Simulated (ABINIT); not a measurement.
A self-consistent single point of Te (P3_121, 3 atoms in the cell) with ABINIT.

Level of theory: PBE, spin-orbit coupling, PAW (JTH v2.0 PBE PAW) (plane waves; ABINIT).

```xyz
3
Lattice="4.5774 0.0000 0.0000 -2.2887 3.9642 0.0000 0.0000 0.0000 5.8694" Properties=species:S:1:pos:R:3 pbc="T T T"
Te     1.1750     0.0000     1.9565
Te    -0.5875     1.0176     3.9129
Te     1.7012     2.9466     0.0000
```

Reference input (self-consistent single point, DFT, PBE, plane waves, PAW (JTH v2.0 PBE PAW)): pseudos = [Te.GGA_PBE-JTH.xml]; ecut = 20 Ha; pawecutdg = 40 Ha; ixc = 11; occopt = 7; tsmear = 0.2 eV; ngkpt = 7 7 5; nshiftk = 1; shiftk = 0 0 0; potentials = JTH v2.0 PBE PAW; nband = 14; kptopt = 1. This run's input differs from it in these lines:

```diff
@@ -20,6 +20,8 @@
 ixc 11
+nspinor 2
+nspden 1
 occopt 7
 tsmear 0.2 eV
-nband 14
-kptopt 1
+nband 30
+kptopt 4
 ngkpt 7 7 5
```

Output, abridged:

```
--- !BeginCycle
solver: {iscf: 17, nstep: 50, nline: 4, wfoptalg: 10, }
tolerances: {tolvrs: 1.00E-10, }
...

     iter   Etot(hartree)      deltaE(h)  residm     nres2
 ETOT  1  -24.925278745106    -2.493E+01 3.757E-02 9.774E-01
 ETOT  2  -24.975467073441    -5.019E-02 1.012E-02 1.440E-01
 ETOT  3  -24.975321116619     1.460E-04 2.562E-03 2.239E-03
 ETOT  4  -24.975336721503    -1.560E-05 2.006E-03 3.786E-04
 ETOT  5  -24.975342436346    -5.715E-06 1.024E-03 2.563E-05
   [... 2 lines left out ...]
 ETOT  8  -24.975343028311    -2.354E-09 9.285E-04 3.759E-08
 ETOT  9  -24.975343029230    -9.193E-10 1.150E-03 1.119E-09
 ETOT 10  -24.975343029245    -1.527E-11 6.491E-04 1.719E-10
 ETOT 11  -24.975343029205     4.026E-11 4.242E-04 9.339E-12
 At SCF step   11       nres2   =  9.34E-12 < tolvrs=  1.00E-10 =>converged.

 Cartesian components of stress tensor (hartree/bohr^3)
  sigma(1 1)= -4.18587904E-05  sigma(3 2)=  0.00000000E+00
  sigma(2 2)= -4.18587906E-05  sigma(3 1)=  0.00000000E+00
  sigma(3 3)= -8.11796338E-05  sigma(2 1)= -6.77620018E-14

 ----iterations are completed or convergence reached----

 reduced coordinates (array xred) for    3 atoms
       0.256700001116      0.000000001449      0.333333334789
       0.000000001451      0.256700001114      0.666666668122
       0.743300001785      0.743300001783      0.000000001456
 cartesian forces (eV/Angstrom) at end:
    1      0.43187811203698    -0.00000002862109     0.00000000000000
    2     -0.21593903123411     0.37401743066864    -0.00000000000000
   [... lines left out ...]
 Fermi (or HOMO) energy (hartree) =  -0.24806   Average Vxc (hartree)=  -0.32719
 Fermi (or HOMO) energy (eV) =  -6.75012   Average Vxc (eV)=  -8.90317
   [... lines left out ...]
'-kT*entropy'       : -3.18272128440526E-05
total_energy        : -2.49753387874104E+01
total_energy_eV     : -6.79613530777772E+02
...

-Cartesian components of stress tensor (GPa)         [Pressure=  1.6171E+00 GPa]
- sigma(1 1)= -1.23152792E+00  sigma(3 2)=  0.00000000E+00
- sigma(2 2)= -1.23152793E+00  sigma(3 1)=  0.00000000E+00
- sigma(3 3)= -2.38838688E+00  sigma(2 1)= -1.99362659E-09

 Calculation completed.
```

The run converged in 11 iterations. 

The starting cell comes from a database of computed structures (which also holds hypothetical and non-ambient phases and stackings), without a prior relaxation at this level. Its lattice was rescaled by a random factor within 2.5 % of one.

These are the values that this program gave, and no reference: the one-centre exchange-correlation terms come from a truncated expansion.

Cost on one core of a shared machine: roughly 5 min.
